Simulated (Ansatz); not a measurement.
Start from CdO in the rock salt structure (space group Fm-3m, No. 225; a = 4.6903 Å).

Calculations: PBEsol in Ansatz (plane waves to 420 eV, PAW, scalar-relativistic without spin-orbit coupling).

Before the change:

```
Quantity                          Value
-------------------  ------------------
Magnetic state       not spin-polarised
Lattice parameter a             4.690 Å
```

The change: full substitution Cd → Mn; the structure is relaxed again.

Tabulated Pauling electronegativity and covalent radius: Cd 1.69, 1.44 Å; Mn 1.55, 1.39 Å.

What happens to the magnetic state?

The magnetic state becomes ferromagnetic (base: not spin-polarised).

How does this affect the lattice parameter a?

The lattice parameter a falls by 0.355 Å (4.690 Å → 4.335 Å).

No phonon test of stability was made. No Hubbard U is applied and the magnetic state is the run's own (MnO ferromagnetic); other magnetic orders, which need larger cells, were not tried and can change the gap. Spin-polarised in the final run: MnO; the other runs are not. In its common phase, real MnO is an antiferromagnetic insulator at low temperature.

Ansatz is a first-principles code.
